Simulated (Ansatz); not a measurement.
Base system: V in the bcc (W type) structure (space group Im-3m, No. 229; a = 2.999 Å; relaxed with 0.1 eV smearing).

Method: PBE, PAW, 420 eV (Ansatz, a first-principles code; no spin-orbit coupling), earlier PAW set.

Base values:

The pressure comes out as 0.0 GPa.

Modification: an isotropic linear strain of −1.66 %; the atoms relax in the strained cell.

**Question.** How does this affect the energy relative to the base?

**Answer.** The energy goes up by 20 meV/atom.

**Question.** Estimate the effect on the pressure.

**Answer.** The pressure goes from zero to 10.0 GPa.

Whether these cells are dynamically stable was not tested. Starting moments died away, wholly or in part, for the base; another magnetic solution may exist. The final runs are not spin-polarised.
